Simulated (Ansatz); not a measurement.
Data:

End structure of the (111) surface of fcc Au, clean 1x1 (bottom of the slab: a bare face, its two planes held):

```yaml
crystal:
  lattice:
    - [2.93959, 0.00000, 0.00000]
    - [-1.46980, 2.54576, 0.00000]
    - [0.00000, 0.00000, 28.50000]
  atoms:
    - { symbol: Au, position: [0.33333, 0.66667, 0.28946] }
    - { symbol: Au, position: [0.66667, 0.33333, 0.37368] }
    - { symbol: Au, position: [0.00000, 0.00000, 0.45765] }
    - { symbol: Au, position: [0.33333, 0.66667, 0.54212] }
    - { symbol: Au, position: [0.66667, 0.33333, 0.62609] }
    - { symbol: Au, position: [0.00000, 0.00000, 0.71128] }
```

Slab: 6 atoms, 12.0 Å thick at the start with caps and adatoms (thin: gaps and levels are the slab's own); k 15x15x1, smearing 0.1 eV, dipole-corrected; 2 atoms held, the rest relaxed; held to the start's symmetry, so lower structures may exist; no spin, no spin-orbit, no U.

Problem. Give the work function of the top face at the level PBE (Ansatz, a quantum-chemistry and plane-wave program).

Solution. 5.20 eV
